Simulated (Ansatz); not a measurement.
Take Mg in the hcp (Mg type) structure (space group P6_3/mmc, No. 194; a = 3.1952 Å, c = 5.1966 Å; relaxed with 0.1 eV smearing) as the base. Axes: x lies along a and z along c of the hexagonal cell.

The values are results of DFT with PBE, PAW potentials and a 420 eV plane-wave cutoff in Ansatz (a first-principles code), spin-orbit coupling left out, not measurements.

The change: every lattice vector is stretched by 3.00 %, atoms relaxed at fixed cell.

Predict the stress tensor and what it implies for the stiffness.

Stress of the strained cell less that of the base (GPa, compression positive):
```
   -2.7     0.0     0.0
    0.0    -2.7     0.0
    0.0     0.0    -2.6
```

Then B = −ΔP/(ΔV/V₀) with ΔV/V₀ = 0.0927 gives secant stiffness values (nonlinear terms included at this strain): B (at held cell shape, above the free-shape value) ≈ 29 GPa.

As a check, the harmonic strain energy −½ V₀ Δσ:ε is 17 meV/atom; the computed energy rise is 19 meV/atom.

Stability against distortions was not tested.
